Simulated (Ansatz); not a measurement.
GeRh (model structure, started from the CoSn type, P6/mmm, No. 191, 6 atoms in the cell)

Method: LDA (plane waves, PAW; Ansatz, a program for electronic structure).

Numerical settings: plane-wave cutoff 520 eV, 12×12×14 k mesh (along the axes of the cell as run), Fermi–Dirac smearing 0.05 eV, no spin polarisation, scalar-relativistic PAW data made under PBE.

Cell (relaxed at this level):

```
CELL_PARAMETERS angstrom
      5.31129     0.00000     0.00000
     -2.65565     4.59972     0.00000
      0.00000     0.00000     3.91420
ATOMIC_POSITIONS crystal
  Rh 0.50000 0.00000 0.00000
  Rh 0.50000 0.50000 0.00000
  Rh 0.00000 0.50000 0.00000
  Ge 0.00000 0.00000 0.00000
  Ge 0.33333 0.66667 0.50000
  Ge 0.66667 0.33333 0.50000
```

```json
{
 "bulk modulus B0": "188 GPa"
}
```

Note: the run has no spin polarisation, so it can have missed a magnetic state; the bulk modulus is −V dP/dV from two relaxed cells at ±2 % in volume; the relaxation could raise the start's symmetry but not lower it, so the cell can be a saddle point.

The computed numbers hold no vibrational or temperature effects.

Computing time: roughly 7 core-minutes.

A model structure was made by putting elements into a prototype or built by hand; it is no filed structure, need not be a known phase, and can be a saddle point held by its symmetry.
